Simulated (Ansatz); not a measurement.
TiAl (Pm-3m, No. 221, 2 atoms in the cell; start mp-1061123; a measured phase of this formula has another space group), treated with LDA in Ansatz (plane waves, PAW).

Numerical settings: plane-wave cutoff 520 eV, 18×18×18 k mesh, Fermi–Dirac smearing 0.05 eV, no spin polarisation, scalar-relativistic PAW data made under PBE.

Cell (relaxed at this level):

```cif
data_AlTi
_chemical_formula_sum 'Ti1 Al1'
_space_group_name_H-M_alt 'Pm-3m'
_space_group_IT_number 221
_space_group_name_Hall '-P 4 2 3'
_cell_length_a 3.12422
_cell_length_b 3.12422
_cell_length_c 3.12422
_cell_angle_alpha 90.000
_cell_angle_beta 90.000
_cell_angle_gamma 90.000
loop_
_atom_site_label
_atom_site_type_symbol
_atom_site_symmetry_multiplicity
_atom_site_Wyckoff_symbol
_atom_site_fract_x
_atom_site_fract_y
_atom_site_fract_z
_atom_site_occupancy
Ti1 Ti 1 a 0.00000 0.00000 0.00000 1
Al1 Al 1 b 0.50000 0.50000 0.50000 1
```

Q: Estimate the bulk modulus that the calculation returns.

A: 
* **bulk modulus**: 126 GPa

Note: the run has no spin polarisation, so it can have missed a magnetic state; the bulk modulus is −V dP/dV from two relaxed cells at ±2 % in volume; the relaxation could not lower the start's symmetry, so the cell can be a saddle point above a distorted one.

Computed values are for the static lattice.

It cost very roughly 27 core-seconds of CPU time.

A start named mp-… is a Materials Project structure, which need not be a measured phase.

Ansatz is a quantum-chemistry and plane-wave program.
